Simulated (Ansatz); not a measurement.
BAs under a change: uniaxial stress, 1 GPa tension along z

Start from BAs in the zinc blende structure (space group F-43m, No. 216; a = 4.7679 Å). Axes: x, y, z lie along the cube axes.

It is then changed as follows: uniaxial stress, 1 GPa tension along z, with the cell and atoms free to relax against it.

The values are results of PBEsol (Ansatz, a quantum-chemistry and plane-wave program; PAW; 420 eV plane waves; no spin-orbit coupling), not measurements. Settings: 12×12×12 k-points, 0.05 eV Fermi–Dirac smearing.

* **Space group**: I-4m2 (No. 119) (base F-43m (No. 216))
* **Shortest interatomic distance**: 2.066 Å (base 2.065 Å)
* **Energy relative to the base (free energy F)**: +0.2 meV/atom
* **Band gap**: 1.05 eV (base 1.08 eV)
* **Gap character**: indirect, Γ → Γ–X (82 % along)
* **Electron mass**: 1.1 mₑ along k, 0.21 mₑ across (off the special points) (base 1.1 mₑ along k, 0.21 mₑ across (off the special points))
* **Valence-band top at Γ (three highest levels, from the VBM)**: 0.00, 0.00, -0.05 eV (base 0.00, 0.00, 0.00 eV)
* **Valley order (the lowest conduction-band minima on the path, energy above the VBM, named in the base's zone)**: a point along [010], about 1.1 Å⁻¹ from Γ 1.05 eV; a point along [001], about 1.1 Å⁻¹ from Γ 1.11 eV (base a point along ⟨100⟩, about 1.1 Å⁻¹ from Γ 1.08 eV)
* **Strain response (xx, yy, zz)**: (−0.08, −0.08, +0.40) %

Final structure:

```xyz
2
Lattice="0.0000 2.3820 2.3935 2.3820 0.0000 2.3935 2.3820 2.3820 0.0000" Properties=species:S:1:pos:R:3 pbc="T T T"
As     3.5730     3.5730     3.5902
B      0.0000     0.0000     0.0000
```

Masses are band curvatures over ±0.01 Å⁻¹ around the edge. Along k means along the line from Γ to the band edge. Stability under load was not tested beyond the relaxation. Labels are those of the standard path for the cell's own space group.
